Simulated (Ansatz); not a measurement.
## Pressure series in NbN

Base system: NbN in the rock salt structure (space group Fm-3m, No. 225; a = 4.421 Å).

Cell and atoms are relaxed at each pressure.

All numbers come from PBE, PAW, 420 eV (Ansatz, a quantum-chemistry and plane-wave program; spin-orbit coupling left out), earlier PAW set.

```csv
pressure (GPa),volume per atom (Å³/atom)
-2,10.874
-1,10.838
0,10.802
3,?
7,10.570
15,10.334
30,9.956
75,9.125
100,8.782
```

Fit the third-order Birch–Murnaghan form P(V) = (3B₀/2)[(V₀/V)^(7/3) − (V₀/V)^(5/3)]·[1 + (3/4)(B₀′ − 4)((V₀/V)^(2/3) − 1)] (squares taken in P) to the rows shown and predict the withheld row.

Least squares on the printed values gives V₀ = 10.802 Å³/atom, B₀ = 308 GPa, B₀′ = 4.3; this predicts 10.700 Å³/atom, and the run gives 10.700 Å³/atom, in agreement.

Measured bulk modulus of NbN: 292 GPa (temperature not stated; as listed in arXiv:1102.4063); the computed value is for a static lattice, so the two differ by thermal effects too.

Load acts through the strain it causes; cell and atoms are relaxed under it. Stability against distortions was not tested. No other phases were tried under pressure. The final runs are not spin-polarised.
